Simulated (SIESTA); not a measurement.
Worked example: self-consistent single point of CuNi₃N (Pm-3m, 5 atoms in the cell) in SIESTA.

Computed with GGA PBEsol, numerical atomic orbitals DZP, PseudoDojo PBEsol standard norm-conserving potentials (rewritten from UPF to PSML) (SIESTA).

```yaml
crystal:
  lattice:
    - [3.70213, 0.00000, 0.00000]
    - [0.00000, 3.70213, 0.00000]
    - [0.00000, 0.00000, 3.70213]
  atoms:
    - { symbol: Cu, position: [0.00000, 0.00000, 0.00000] }
    - { symbol: Ni, position: [0.00000, 0.50000, 0.50000], spin: 2.0 }
    - { symbol: Ni, position: [0.50000, 0.00000, 0.50000], spin: 2.0 }
    - { symbol: Ni, position: [0.50000, 0.50000, 0.00000], spin: 2.0 }
    - { symbol: N, position: [0.50000, 0.50000, 0.50000] }
```
(The spins are starting values, not results.)

Reference input (self-consistent single point, DFT, LDA PW92, numerical atomic orbitals DZP, PseudoDojo LDA standard norm-conserving potentials (rewritten from UPF to PSML)): XC.functional = LDA; XC.authors = PW92; potentials = PseudoDojo LDA standard; PAO.BasisSize = DZP; PAO.EnergyShift = 0.01 Ry; MeshCutoff = 400 Ry; kgrid.MonkhorstPack = 9 9 9; OccupationFunction = FD; ElectronicTemperature = 0.1 eV; Spin = polarized; DM.InitSpin = [1 +0.00, 2 +2.00, 3 +2.00, 4 +2.00, 5 +0.00]; MaxSCFIterations = 150. This run's input differs from it in these lines:

```diff
@@ -1,2 +1,2 @@
-# files in the folder: Cu.psml Ni.psml N.psml (PseudoDojo LDA standard)
+# files in the folder: Cu.psml Ni.psml N.psml (PseudoDojo PBEsol standard)
 SystemName  CuNi3N
@@ -26,4 +26,4 @@
 
-XC.functional                LDA
-XC.authors                   PW92
+XC.functional                GGA
+XC.authors                   PBEsol
 PAO.BasisSize                DZP
```

Log, with long lists cut:

```
        iscf     Eharris(eV)        E_KS(eV)     FreeEng(eV)     dDmax    Ef(eV) dHmax(eV)
   scf:    1   -18346.206100   -18865.121731   -18865.303837  1.277741  1.324690108.224449
     spin moment: {S} , |S| = {        0.0        0.0    1.67428 }     1.67428
   scf:    2   -18998.222617   -19089.082495   -19089.186985  0.771274  0.307730 21.098687
     spin moment: {S} , |S| = {        0.0        0.0    2.68414 }     2.68414
   scf:    3   -19120.490113   -19106.398147   -19106.510909  0.343427 -0.832387 13.533484
     spin moment: {S} , |S| = {        0.0        0.0    2.39971 }     2.39971
   [... lines left out ...]
     spin moment: {S} , |S| = {        0.0        0.0   -0.00263 }    -0.00263
   scf:   34   -19117.883671   -19117.883670   -19118.043456  0.000012 -3.117458  0.000287
     spin moment: {S} , |S| = {        0.0        0.0   -0.00257 }    -0.00257
   scf:   35   -19117.883671   -19117.883671   -19118.043456  0.000011 -3.117459  0.000264
     spin moment: {S} , |S| = {        0.0        0.0   -0.00251 }    -0.00251
   scf:   36   -19117.883672   -19117.883671   -19118.043456  0.000010 -3.117459  0.000240
     spin moment: {S} , |S| = {        0.0        0.0   -0.00246 }    -0.00246
SCF Convergence by DM+H criterion
max |DM_out - DM_in|         :     0.0000098401
max |H_out - H_in|      (eV) :     0.0002404053
SCF cycle converged after 36 iterations

Using DM_out to compute the final energy and forces

siesta: E_KS(eV) =           -19117.8837

siesta: E_KS - E_eggbox =    -19117.8837

siesta: Atomic forces (eV/Ang):
     1   -0.000000    0.000000    0.000000
     2   -0.000000    0.000000   -0.000000
     3   -0.000000    0.000000   -0.000000
     4    0.000000    0.000000   -0.000000
     5   -0.000000   -0.000000    0.000000
   Tot   -0.000000    0.000000    0.000000
   Max    0.000000
   Res    0.000000    sqrt( Sum f_i^2 / 3N )
   Max    0.000000    constrained

Stress tensor Voigt[x,y,z,yz,xz,xy] (kbar):        6.50        6.50        6.50       -0.00        0.00        0.00
   [... lines left out ...]
siesta: FreeEng =    -19118.043456
siesta: Cell volume =         50.740529 Ang**3
siesta:          -6.50202750         -6.50202750  kBar
   [... lines left out ...]
              0.023   0.023   0.014   0.023   0.014

mulliken: Qtot =       39.001

Mulliken Atomic Populations:
Atom #   charge [q] valence [e]      Sz [e]  Species
     1    -0.591155   19.591155    0.000106  Cu
     2     0.513464   17.486536   -0.000793  Ni
     3     0.513464   17.486536   -0.000793  Ni
     4     0.513464   17.486536   -0.000794  Ni
     5    -0.949238    5.949238   -0.000190  N
 Total     0.000000               -0.002464
```

The run converged in 36 iterations. Against the reference run the pressure goes from -7.75 to -0.65 GPa.

The starting cell comes from a database of computed structures (which also holds hypothetical and non-ambient phases and stackings), without a prior relaxation at this level. The starting moments vanished: the run ended non-magnetic, which need not be the lowest state. Values carry the incompleteness of an atom-centred basis.

Cost on one core of a shared machine: roughly 5 min.
